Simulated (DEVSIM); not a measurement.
Structure: Si p+/n-/n+ power diode, at 250 K.

Layer 1 from the left is Si, thickness (μm) 1.00, Na (cm⁻³) 2.3e18, τn (s) 6.5e-6, τp (s) 6.5e-6. Layer 2 from the left is Si, thickness (μm) 21.0, Nd (cm⁻³) 1.1e16, τn (s) 6.5e-6, τp (s) 6.5e-6. Layer 3 from the left is Si, thickness (μm) 0.900, Nd (cm⁻³) 1.3e18, τn (s) 6.5e-6, τp (s) 6.5e-6.

Left contact: ohmic. Right contact: ohmic. Voltage is applied to the left contact. Recombination: SRH at mid-gap, radiative, Auger. Mobility is constant in doping.

The device is made up for the run: typed textbook-type constants, with dimensions and the other settings drawn at random. Values at 300 K; Nc and Nv go as T^1.5, mobilities as T to minus their exponent, the gap by Varshni's rule with the affinity fixed.

Si: gap (eV) 1.124, affinity (eV) 4.05, permittivity 11.7, Nc (cm⁻³) 2.86e19, Nv (cm⁻³) 3.1e19, μn (cm²/Vs) 1417, μp (cm²/Vs) 470, T exponent of μn 2.3, T exponent of μp 2.2, B (cm³/s) 4.7e-15, Cn (cm⁶/s) 2.8e-31, Cp (cm⁶/s) 9.9e-32, Varshni α (eV/K) 0.000473, Varshni β (K) 636.

Model (solved in DEVSIM): 1D drift-diffusion, Boltzmann statistics, complete ionisation; no tunnelling, impact ionisation, image-force lowering or self-heating.

**Question.** What does the simulation give for the dark forward voltage at 1 A/cm², the dark forward voltage at 100 A/cm²?

**Answer.** dark forward voltage at 1 A/cm² 0.768 V; dark forward voltage at 100 A/cm² 0.879 V.
